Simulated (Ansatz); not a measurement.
## SiC: pressure series

Start from SiC in the zinc blende structure (space group F-43m, No. 216).

```yaml
crystal:
  lattice:
    - [0.00000, 2.18986, 2.18986]
    - [2.18986, 0.00000, 2.18986]
    - [2.18986, 2.18986, 0.00000]
  atoms:
    - { symbol: C, position: [0.75000, 0.75000, 0.75000] }
    - { symbol: Si, position: [0.00000, 0.00000, 0.00000] }
```

Cell and atoms are relaxed at each pressure.

Calculations: PBE, PAW, 420 eV (Ansatz, an electronic-structure program; no spin-orbit coupling), earlier PAW set.

| case | electron mass | volume per atom | width of the top valence band |
|---|---|---|---|
| base | 0.68 mₑ along k, 0.23 mₑ across (at X) | 10.50 Å³ | 4.63 eV |
| pressure −2 GPa | 0.68 mₑ along k, 0.23 mₑ across (at X) | ? | 4.60 eV |
| pressure −1 GPa | 0.68 mₑ along k, 0.23 mₑ across (at X) | 10.55 Å³ | 4.61 eV |
| pressure 0.3 GPa | 0.68 mₑ along k, 0.23 mₑ across (at X) | 10.49 Å³ | 4.64 eV |
| pressure 0.7 GPa | 0.68 mₑ along k, 0.23 mₑ across (at X) | ? | 4.64 eV |
| pressure 1.5 GPa | 0.68 mₑ along k, 0.23 mₑ across (at X) | 10.43 Å³ | 4.66 eV |
| pressure 3 GPa | 0.66 mₑ along k, 0.23 mₑ across (at X) | 10.36 Å³ | 4.68 eV |
| pressure 5 GPa | 0.67 mₑ along k, 0.23 mₑ across (at X) | 10.27 Å³ | 4.72 eV |
| pressure 7.5 GPa | 0.67 mₑ along k, 0.23 mₑ across (at X) | 10.16 Å³ | 4.76 eV |

Problem. Some entries are withheld; estimate them.

Solution. 
- pressure −2 GPa, volume per atom: 10.60 Å³
- pressure 0.7 GPa, volume per atom: 10.47 Å³

The levels and masses belong to the bands next to the band gap. Load acts through the strain it causes; cell and atoms are relaxed under it. Masses are band curvatures over ±0.01 Å⁻¹ around the edge. Along k means along the line from Γ to the band edge. No phonon test of stability was made. No other phases were tried under pressure.
